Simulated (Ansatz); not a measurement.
## Ti (P6_3/mmc): band-structure transport figures

Data:

```yaml
crystal:
  lattice:
    - [2.90580, 0.00000, 0.00000]
    - [-1.45290, 2.51649, 0.00000]
    - [0.00000, 0.00000, 4.56253]
  atoms:
    - { symbol: Ti, position: [0.33333, 0.66667, 0.25000] }
    - { symbol: Ti, position: [0.66667, 0.33333, 0.75000] }
```

All values below come from PBEsol, rigid bands (plane waves, PAW, scalar-relativistic; Ansatz, an electronic-structure program). Condition of this run: uniaxial stress zz = 1 GPa (compression positive) (the target of the relaxation). Geometry: cell and atoms relaxed with PBEsol, then loaded as said.

| Property | Result |
|---|---|
| density of states at the Fermi level | 1.81 states/(eV·cell), both spins |
| bare Sommerfeld coefficient | 2.1 mJ/(mol of atoms·K²) |
| Drude plasma energy | 4.0 eV |
| root-mean-square Fermi velocity | 3.3e5 m/s |
| resistivity times τ | 31 ×10⁻²² Ω·m·s |

A metal at this level (no band gap); rigid bands, thermally averaged at 300 K, both spins. Spin-orbit coupling is left out. τ is one relaxation time for all states.
